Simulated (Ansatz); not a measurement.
MnNi3 in the Cu3Au type structure (space group Pm-3m, No. 221; ferromagnetic)

```cif
data_MnNi3
_chemical_formula_sum 'Mn1 Ni3'
_space_group_name_H-M_alt 'P 1'
_space_group_IT_number 1
_cell_length_a 3.50487
_cell_length_b 3.50487
_cell_length_c 3.50487
_cell_angle_alpha 90.000
_cell_angle_beta 90.000
_cell_angle_gamma 90.000
loop_
_space_group_symop_operation_xyz
  'x, y, z'
loop_
_atom_site_label
_atom_site_type_symbol
_atom_site_fract_x
_atom_site_fract_y
_atom_site_fract_z
_atom_site_occupancy
Mn1 Mn 0.00000 0.00000 0.00000 1
Ni1 Ni 0.00000 0.50000 0.50000 1
Ni2 Ni 0.50000 0.00000 0.50000 1
Ni3 Ni 0.50000 0.50000 0.00000 1
```

Method: Kohn–Sham DFT with the PBEsol functional, run in Ansatz (a first-principles code) with PAW and 420 eV plane waves, no SOC. k-mesh 13×13×13 (Γ-centred); smearing 0.05 eV (Fermi–Dirac).

| Property | Result |
|---|---|
| Volume per atom | 10.76 Å³ |
| Density | 8.91 g/cm³ |
| Band gap | zero |
| Magnetic state | ferromagnetic |
| Total energy | -5321.003 eV/atom (σ→0; compares only within this code and set-up) |

Other magnetic orders, which the real material may have, were not ruled out. Whether these cells are dynamically stable was not tested.
